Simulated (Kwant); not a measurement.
Device: wire with a side stub in a GaAs two-dimensional gas. Effective mass 0.067 mₑ, grid spacing 1.3 nm, hard walls, nominal width 40 nm (31 grid rows, so walls 41.6 nm apart), one parabolic valley, scattering region 120 nm long along x; energies count from the band bottom; Fermi energy swept from 0.0028062 to 0.033324 eV. Closed stub on one side, 52 nm wide and 23 nm deep.

Constants are typed, rounded textbook-type inputs, not results; the design itself was drawn at random and stands for no fabricated device.

Computed with Kwant: effective-mass tight-binding model on a square grid, one spin, coherent transport at 0 K. Conductance is in e²/h.

Density of the scattering states that come in from the left lead, at energy = 0.025887 eV, in bins, relative to the largest site value (x marks bins outside the device):

```
|xxxxxxxxxxxx00000000000000111100xxxxxxxxxxxx|
|xxxxxxxxxxxx00000000110002455310xxxxxxxxxxxx|
|xxxxxxxxxxxx00000001221003698620xxxxxxxxxxxx|
|xxxxxxxxxxxx00111001232002699720xxxxxxxxxxxx|
|xxxxxxxxxxxx00111001243101488620xxxxxxxxxxxx|
|xxxxxxxxxxxx00122100234200144310xxxxxxxxxxxx|
|xxxxxxxxxxxx00122100023310001100xxxxxxxxxxxx|
|xxxxxxxxxxxx00122210012321000000xxxxxxxxxxxx|
|00000000000000012221001222100000000000000000|
|00012211000010001221000122210000000000000000|
|10134432100232100122210011111000000000000001|
|11234543101355310012321000110000000001111111|
|11123432111356421012332100000000001111111111|
|11112222111245431011222111000000011111111111|
|11111111111123332111122111110000011111111111|
|01111111111011222111111111111100011111110000|
|01233211112111111111111111111111111110000000|
|01355421123443211112221111111111111000000000|
|01356420024664310012222110001111111000000000|
|00245420024665310001222110000111110000000000|
|00123210012443210001111100000000000000000000|
|00000000000111000000000000000000000000000000|
```
Scale: ten equal steps from 0.001 (start of '0') to 0.956 (end of '9'), in the order '0123456789'; x runs from -58.4 to 58.4, y from -18.1 (bottom) to 41.5 (top).

The conductance there is 1.17 e²/h with 2 open channel(s) in the leads.
